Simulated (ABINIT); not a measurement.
Pressure against volume in hcp Zr (space group 194) (ABINIT, PBE)

```
Zr
1.0
    3.17257     0.00000     0.00000
   -1.58628     2.74752     0.00000
    0.00000     0.00000     5.05843
Zr
2
Cartesian
  1.58628   0.91584   3.79382
  0.00000   1.83168   1.26461
```

Method of the run: PBE, norm-conserving pseudopotentials (PseudoDojo nc-sr-05 PBE standard) (plane waves; ABINIT). Settings: pseudos = [Zr.upf]; ecut = 1170 eV; ixc = 11; occopt = 3; tsmear = 0.00183747 Ha; ngkpt = 18 18 9; nshiftk = 1; shiftk = 0 0 0; potentials = PseudoDojo nc-sr-05 PBE standard; nband = 17; kptopt = 1; nstep = 50; tolvrs = 1e-12. The cell above is the first row's. The rows scale it uniformly. In all rows fractional positions and the k mesh are held.

| V (Å^3/atom) | P (GPa) |
|---|---|
| 22.046 | 6.23 |
| 22.526 | 3.86 |
| 23.005 | 1.70 |
| 23.484 | -0.28 |
| 23.963 | -2.10 |
| 24.443 | -3.76 |
| 24.922 | -5.28 |
| 25.401 | -6.67 |
| 25.881 | ? |

Using a cubic, estimate the missing P at V = 25.881 from the other rows, showing the fit.

With u = V - 23.7, the rows have u = -1.6540, -1.1740, -0.6950, -0.2160, 0.2630, 0.7430, 1.2220, 1.7010. Least squares gives P = -1.121 - 3.8029·u + 0.3532·u² - 0.02075·u³. Residuals (row less fit): 0.001, -0.004, 0.000, 0.003, -0.003, 0.000, -0.001, 0.000; standard error 0.003 (degrees of freedom: 4). The fitted pressure is zero at V0 = 23.41, where dP/dV = -4.011, so B0 = -V0·dP/dV = 93.9 GPa. At the withheld row, u = 2.1810, so P = -1.121 - 3.8029 × 2.1810 + 0.3532 × 2.1810² - 0.02075 × 2.1810³ = -7.950 GPa. The calculation gives -7.94 GPa, 0.010 GPa above the prediction (0.1 % of the range of P in the table). The row lies outside the fitted rows, so this is an extrapolation. From the scatter of the fitted rows alone, a prediction at this place has a standard error of 0.008 GPa, so the miss is 1.3 times that.

Carrying the step between the two nearest rows on in a straight line would have given -8.06, off by 0.12; series whose last step already gives the withheld value aren't shown. The scan was laid around a cell of about the measured size, scaled by a guess for this functional; axis ratios and inner coordinates come from that cell. The runs keep the symmetry of the cell, so they don't test it for distortions. The shape of the cell and the inner coordinates aren't relaxed, so V0 and B0 belong to this uniform scaling; a relaxed crystal lies no higher in energy and is usually softer. Cutoffs and mesh are single choices, not tested for convergence of this quantity. Series with a scatter that would blur these digits, or in which a gap closes, are not shown.
